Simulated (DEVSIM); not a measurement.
System: Au/AlN/SiO2/n-Si capacitor, at 300 K.

```
layer (left to right)  material  thickness (nm)  Nd (cm⁻³)
---------------------  --------  --------------  ---------
1                           AlN            17.0          -
2                          SiO2            1.10          -
3                            Si            1200     2.2e16
```

Metal gate on the left, work function 5.1 eV. Fixed charge at the semiconductor interface 0 cm⁻² (in units of +e); interface traps 8.8e10 cm⁻² eV⁻¹, uniform in energy, neutral level at 0.5 of the gap above the valence band.

Constants are typed, rounded textbook-type inputs, not results; the design itself was drawn at random and stands for no fabricated device. Values at 300 K.

```csv
parameter,AlN,SiO2,Si
gap (eV),6.1,9,1.124
affinity (eV),1.9,0.9,4.05
permittivity,8.5,3.9,11.7
Nc (cm⁻³),-,-,2.86e19
Nv (cm⁻³),-,-,3.1e19
```

Model (solved in DEVSIM): 1D Poisson equation in equilibrium, Boltzmann statistics, complete ionisation; no quantum confinement or tunnelling. Metal contacts follow the ideal Schottky-Mott rule: no Fermi-level pinning, no interface dipoles.

### Question
Tabulate band edges, carrier densities and field at 0.0 V on the gate.

### Answer
Energies count from the Fermi level of the right contact; mesh points crowd at the junctions.

```json
[
 {"x (μm)": "0.000", "Ec (eV)": "3.200", "Ev (eV)": "-2.900", "n (cm⁻³)": "< 1e2", "p (cm⁻³)": "< 1e2", "field (V/cm)": "-97000"},
 {"x (μm)": "0.001370", "Ec (eV)": "3.187", "Ev (eV)": "-2.913", "n (cm⁻³)": "< 1e2", "p (cm⁻³)": "< 1e2", "field (V/cm)": "-97000"},
 {"x (μm)": "0.004131", "Ec (eV)": "3.160", "Ev (eV)": "-2.940", "n (cm⁻³)": "< 1e2", "p (cm⁻³)": "< 1e2", "field (V/cm)": "-97000"},
 {"x (μm)": "0.009059", "Ec (eV)": "3.112", "Ev (eV)": "-2.988", "n (cm⁻³)": "< 1e2", "p (cm⁻³)": "< 1e2", "field (V/cm)": "-97000"},
 {"x (μm)": "0.01470", "Ec (eV)": "3.057", "Ev (eV)": "-3.043", "n (cm⁻³)": "< 1e2", "p (cm⁻³)": "< 1e2", "field (V/cm)": "-97000"},
 {"x (μm)": "0.01654", "Ec (eV)": "3.039", "Ev (eV)": "-3.061", "n (cm⁻³)": "< 1e2", "p (cm⁻³)": "< 1e2", "field (V/cm)": "-97000"},
 {"x (μm)": "0.01741", "Ec (eV)": "4.026", "Ev (eV)": "-4.974", "n (cm⁻³)": "< 1e2", "p (cm⁻³)": "< 1e2", "field (V/cm)": "-210000"},
 {"x (μm)": "0.01831", "Ec (eV)": "0.860", "Ev (eV)": "-0.264", "n (cm⁻³)": "100000", "p (cm⁻³)": "1.1e15", "field (V/cm)": "-67000"},
 {"x (μm)": "0.01994", "Ec (eV)": "0.849", "Ev (eV)": "-0.275", "n (cm⁻³)": "150000", "p (cm⁻³)": "7.5e14", "field (V/cm)": "-66000"},
 {"x (μm)": "0.02369", "Ec (eV)": "0.825", "Ev (eV)": "-0.299", "n (cm⁻³)": "400000", "p (cm⁻³)": "2.9e14", "field (V/cm)": "-65000"},
 {"x (μm)": "0.03215", "Ec (eV)": "0.771", "Ev (eV)": "-0.353", "n (cm⁻³)": "3100000", "p (cm⁻³)": "3.7e13", "field (V/cm)": "-62000"},
 {"x (μm)": "0.06184", "Ec (eV)": "0.603", "Ev (eV)": "-0.521", "n (cm⁻³)": "2.1e9", "p (cm⁻³)": "5.5e10", "field (V/cm)": "-52000"},
 {"x (μm)": "0.1181", "Ec (eV)": "0.366", "Ev (eV)": "-0.758", "n (cm⁻³)": "2.0e13", "p (cm⁻³)": "5800000", "field (V/cm)": "-33000"},
 {"x (μm)": "0.2448", "Ec (eV)": "0.191", "Ev (eV)": "-0.933", "n (cm⁻³)": "1.8e16", "p (cm⁻³)": "6500", "field (V/cm)": "-1900"},
 {"x (μm)": "0.6574", "Ec (eV)": "0.185", "Ev (eV)": "-0.939", "n (cm⁻³)": "2.2e16", "p (cm⁻³)": "5300", "field (V/cm)": "≈ 0"},
 {"x (μm)": "0.9698", "Ec (eV)": "0.185", "Ev (eV)": "-0.939", "n (cm⁻³)": "2.2e16", "p (cm⁻³)": "5300", "field (V/cm)": "≈ 0"},
 {"x (μm)": "1.109", "Ec (eV)": "0.185", "Ev (eV)": "-0.939", "n (cm⁻³)": "2.2e16", "p (cm⁻³)": "5300", "field (V/cm)": "≈ 0"},
 {"x (μm)": "1.170", "Ec (eV)": "0.185", "Ev (eV)": "-0.939", "n (cm⁻³)": "2.2e16", "p (cm⁻³)": "5300", "field (V/cm)": "≈ 0"},
 {"x (μm)": "1.203", "Ec (eV)": "0.185", "Ev (eV)": "-0.939", "n (cm⁻³)": "2.2e16", "p (cm⁻³)": "5300", "field (V/cm)": "≈ 0"},
 {"x (μm)": "1.212", "Ec (eV)": "0.185", "Ev (eV)": "-0.939", "n (cm⁻³)": "2.2e16", "p (cm⁻³)": "5300", "field (V/cm)": "≈ 0"},
 {"x (μm)": "1.216", "Ec (eV)": "0.185", "Ev (eV)": "-0.939", "n (cm⁻³)": "2.2e16", "p (cm⁻³)": "5300", "field (V/cm)": "≈ 0"},
 {"x (μm)": "1.218", "Ec (eV)": "0.185", "Ev (eV)": "-0.939", "n (cm⁻³)": "2.2e16", "p (cm⁻³)": "5300", "field (V/cm)": "≈ 0"}
]
```
